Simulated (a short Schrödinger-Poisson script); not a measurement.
System: symmetric double-gate stack, SiO2 on p-type Ge(111), at 77 K.

```csv
layer,material,thickness (nm),Na (cm⁻³)
1,SiO2,2.4,-
2,Ge,14,6e17
3,SiO2,2.4,-
```

Constants are typed, rounded textbook-type inputs, not results; the design itself was drawn at random and stands for no fabricated device. SiO2: permittivity 3.9, conduction-band edge (eV) 3.1, gap (eV) 9, electron mass (mₑ) 0.5. Ge: permittivity 16, conduction-band edge (eV) 0, gap (eV) 0.664, Nv at 300 K (cm⁻³) 6e18.

Channel valleys (confinement mass, in-plane density-of-states mass, number): L1 1.59, 0.08, 1; L3 0.09, 0.34, 3. At the gates, both at one voltage, the conduction-band edge of layer 1 lies 3.41 eV − eVg above the Fermi level of the channel. Gaps are held at their typed values at every temperature. Mesh 0.03 nm at interfaces.

From a short Schrödinger-Poisson script (our own, NumPy): 1D Poisson equation in equilibrium, electrons quantum, Hartree (BenDaniel-Duke, 12 states a valley, the channel's in-plane mass for all, wave functions ending at the dielectric), parabolic valleys, classical holes, full ionisation, no traps, pinning or gate leakage.

The same stack at other levels of the model or other numerical settings:

```
run                                          sheet density of all electrons at Vg = 1.8 V (cm⁻²)  sheet density of all electrons at Vg = 0.6 V (cm⁻²)  capacitance of both gates at Vg = 1.8 V (μF/cm²)  rough cost against the base
-------------------------------------------  ---------------------------------------------------  ---------------------------------------------------  ------------------------------------------------  ---------------------------
base                                                                                     2.07e13                                              3.05e12                                              2.42                      about 1
electrons treated as classical, Boltzmann                                                      ?                                                    ?                                              2.85                         0.03
electrons treated as classical, Fermi-Dirac                                              2.30e13                                              3.66e12                                                 ?                         0.08
mesh six times as coarse                                                                 2.07e13                                              3.05e12                                              2.43                          0.3
```

Task: Some entries are withheld; supply them.

Result: 
- electrons treated as classical, Boltzmann, sheet density of all electrons at Vg = 1.8 V (cm⁻²): 2.50e13
- electrons treated as classical, Fermi-Dirac, capacitance of both gates at Vg = 1.8 V (μF/cm²): 2.61
- electrons treated as classical, Boltzmann, sheet density of all electrons at Vg = 0.6 V (cm⁻²): 3.94e12

The classical rows ignore confinement, and Boltzmann statistics overrate the density once the band edge passes the Fermi level.

Only the L valleys are kept; under strong confinement the Δ valleys of Ge fill too.
